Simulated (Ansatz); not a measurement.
Task: Name crystals whose electron conductivity mass lies between 0.27 and 0.43 mₑ and whose hole conductivity mass lies between 0.56 and 0.88 mₑ, by PBE with spin-orbit coupling, rigid bands (Ansatz, a first-principles code).

Result: Many crystals can fit; among those computed here:
- SiC (F-43m): 0.30 mₑ, 0.71 mₑ
- AlP (F-43m): 0.34 mₑ, 0.70 mₑ

Masses are for dilute carriers at 300 K, harmonic means over directions unless an axis is named.
